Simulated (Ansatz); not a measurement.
Start from MgTe in the zinc blende structure (space group F-43m, No. 216; a = 6.368 Å).

All numbers come from DFT with LDA, PAW potentials and a 420 eV plane-wave cutoff in Ansatz (an electronic-structure program), scalar-relativistic without spin-orbit coupling.

Base values:

Hole mass: 0.19, 0.85, 0.85 mₑ (at Γ)
Band gap: 2.38 eV
Gap character: direct at Γ

Now apply this change: every lattice vector is shortened by 2.00 %; the atoms relax in the strained cell.

Task: Estimate the effect on the hole mass, band gap and gap character.

Result: The hole mass (degenerate bands, along [100]) goes from 0.19, 0.85, 0.85 mₑ (at Γ) to 0.19, 0.80, 0.80 mₑ (at Γ); the band gap goes up by 0.18 eV to 2.56 eV; the gap character goes from direct at Γ to indirect, Γ → X.

Spin-orbit coupling, missing from the scalar runs, can matter with Te. Effective masses come from finite differences of ±0.01 Å⁻¹. Stability against distortions was not tested.
